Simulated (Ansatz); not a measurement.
Take BN in the wurtzite structure (space group P6_3mc, No. 186; a = 2.5545 Å, c = 4.2246 Å) as the base.

All numbers come from PBE (Ansatz, a first-principles code, PAW, scalar-relativistic without spin-orbit coupling).

Base values:

- Band gap: 5.23 eV
- Valence-band top at Γ: 0.00, 0.00, -0.26 eV

One thing is altered: an isotropic linear strain of −2.40 %; the atoms relax in the strained cell.

Task: Estimate the effect on the band gap.

Result: The band gap drops by 0.16 eV to 5.07 eV.

Task: Estimate the effect on the valence-band top at Γ.

Result: The valence-band top at Γ (three highest levels, from the VBM) goes from 0.00, 0.00, -0.26 eV to 0.00, 0.00, -0.32 eV.

No phonon test of stability was made.
